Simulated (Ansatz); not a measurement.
Antifluorite Mg2C (high-pressure phase), treated with LDA (PAW; Ansatz, a quantum-chemistry and plane-wave program).

Run with plane-wave cutoff 520 eV, 12×12×12 k mesh, perturbation theory, scalar-relativistic PAW data made under PBE.

Computed at the level's own relaxed cell.

Harmonic phonon frequencies (cm⁻¹; i marks an imaginary mode; at Γ without the LO shift):

| q point | frequencies |
|---|---|
| Γ | 0 0 0 383 383 383 422 422 422 |
| X | 85 143 143 401 401 438 438 493 506 |
| L | 269 269 304 309 309 378 415 415 520 |

No imaginary mode appears at these points.
